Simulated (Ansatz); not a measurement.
Sn: response to strain

Take Sn in the diamond structure (space group Fd-3m, No. 227; a = 6.474 Å; relaxed with 0.1 eV smearing) as the base. Axes: x, y, z lie along the cube axes.

Strains are applied to the cell and any free atomic positions relax; under biaxial strain the out-of-plane vector relaxes too.

Method: Ansatz (an electronic-structure program), LDA, PAW, cutoff 420 eV, without spin-orbit coupling.

Notes on the quantities. energy relative to the base: free energy F.

| biaxial strain, plane normal [001], relaxed out of plane (%) | energy relative to the base (meV/atom) |
|---|---|
| -3 | 13.3 |
| -2.5 | 9.1 |
| -2 | 5.8 |
| -1.5 | 3.2 |
| -1 | 1.4 |
| -0.5 | ? |
| 0 | 0.0 |

### Question
Fit ΔE = Aε² + Bε³ (ε in %) to the rows shown and predict the withheld row.

### Answer
Least squares on the printed values gives A = 1.37 and B = -0.034 meV/atom (largest residual 0.0 meV/atom); this predicts 0.3 meV/atom, and the run gives 0.3 meV/atom, in agreement.

Stability against distortions was not tested.
